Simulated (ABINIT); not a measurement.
Equation of state of diamond-structure Si (space group 227): energy against volume (ABINIT, PBE)

```
CELL_PARAMETERS angstrom
      0.00000     2.66722     2.66722
      2.66722     0.00000     2.66722
      2.66722     2.66722     0.00000
ATOMIC_POSITIONS crystal
  Si 0.50000 0.50000 0.50000
  Si 0.75000 0.75000 0.75000
```

Method: PBE, norm-conserving pseudopotentials (PseudoDojo nc-sr-05 PBE standard) (plane waves; ABINIT). Settings: pseudos = [Si.upf]; ecut = 23 Ha; occopt = 3; tsmear = 0.00036749 Ha; ngkpt = 10 10 10; nshiftk = 1; shiftk = 0 0 0; potentials = PseudoDojo nc-sr-05 PBE standard; nband = 9; kptopt = 1; nstep = 80; tolvrs = 1e-12. The cell above is the first row's. The rows scale it uniformly. In all rows fractional positions and the k mesh are held. E is the free energy at the stated smearing, counted from the lowest row.

| V (Å^3/atom) | E (meV/atom) |
|---|---|
| 18.975 | 32.89 |
| 19.387 | 16.21 |
| 19.800 | 5.56 |
| 20.212 | 0.34 |
| 20.625 | 0.00 |
| 21.037 | 4.05 |
| 21.450 | 12.03 |
| 21.862 | 23.54 |
| 22.275 | ? |

The 8 complete rows are fitted with the third-order Birch-Murnaghan form, a cubic in V^(-2/3), E against V. With u = V^(-2/3) - 0.134, the rows have u = 0.006566, 0.004567, 0.002633, 0.000770, -0.001035, -0.002777, -0.004467, -0.006099. Least squares gives E = -0.366 + 375.7·u + 709009·u² + 781269·u³. Residuals (row less fit): 0.001, -0.002, 0.007, -0.004, -0.004, 0.008, -0.004, 0.001; standard error 0.007 (degrees of freedom: 4). Its minimum lies at u = -0.000265, so V0 = (0.133735)^(-3/2) = 20.45. There d²E/du² = 1417000 and d³E/du³ = 4688000, so B0 = (4/9) × 20.45^(-7/3) × 1417000 × 0.160218 = 88.2 GPa (the last factor turns the table's units into GPa), and B0' = 4 + (2/3) × 0.133735 × (4688000)/1417000 = 4.3. The program's pressures in the fitted runs (not shown) pass through zero at V = 20.45, 0.00 % from this V0.

Q: Predict the withheld E at V = 22.275 from the fit, and compare with the calculation.

A: u = -0.007685, so E = -0.366 + 375.7 × (-0.007685) + 709009 × (-0.007685)² + 781269 × (-0.007685)³ = 38.266 meV/atom. The calculation gives 38.23 meV/atom, 0.036 meV/atom below the prediction (0.1 % of the range of E in the table). The row lies outside the fitted rows, so this is an extrapolation. From the scatter of the fitted rows alone, a prediction at this place has a standard error of 0.016 meV/atom, so the miss is 2.3 times that.

Carrying the step between the two nearest rows on in a straight line would have given 35.08, off by 3.15; series whose last step already gives the withheld value aren't shown. The scan was laid around a cell of about the measured size, scaled by a guess for this functional. The runs keep the symmetry of the cell, so they don't test it for distortions. Cutoffs and mesh are single choices, not tested for convergence of this quantity. Series with a scatter that would blur these digits, or in which a gap closes, are not shown. Nor are scans whose minimum lies at an end fitted in this form.
